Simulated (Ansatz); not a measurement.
The starting structures come from a database of crystals and need not be the phases stable at ambient conditions.

Inside the gap of an insulator the Bloch states are evanescent, with a wavenumber k + iκ along the transport direction.

Consider the following.

```xyz
22
Lattice="3.9616 0.0000 0.0000 -1.9808 13.6770 0.0000 0.0000 0.0000 5.7111" Properties=species:S:1:pos:R:3 pbc="T T T"
Sr     0.0000    12.2245     1.3541
Sr     1.9808     1.4525     4.2096
Sr     0.0000     7.8342     4.2850
Sr     1.9808     5.8428     1.4295
Ta     1.9808    12.1726     4.2228
Ta     0.0000     1.5045     1.3672
Ta     1.9808     9.3141     1.3929
Ta     0.0000     4.3630     4.2485
O      0.0000     5.6760     2.9178
O      1.9808     8.0011     0.0623
O      0.0000     2.7628     2.7864
O      1.9808    10.9143     5.6420
O      1.9808     4.0785     4.2222
O      0.0000     9.5986     1.3667
O      1.9808     1.2802     1.3518
O      0.0000    12.3969     4.2074
O      0.0000     0.0492     2.8287
O      1.9808    13.6278     5.6842
O      1.9808    11.0155     2.6951
O      0.0000     2.6616     5.5506
O      1.9808     8.0749     2.7847
O      0.0000     5.6021     5.6403
```

Space group of this cell: Cmc2_1. The cell is taken as given; by PBEsol its mean pressure is -2.0 GPa.

Transport runs along the normal of the first two printed cell vectors.

The gap is the functional's own. No spin-orbit coupling. Mid-gap values are interpolated on the energy grid.

Problem. Estimate the band gap and the smallest decay constant κ at mid-gap that PBEsol (Ansatz, an electronic-structure program) returns for this system.

Solution. Gap 2.97 eV on a 8×8×6 mesh; κ = 0.285 1/Å, at the zone centre.
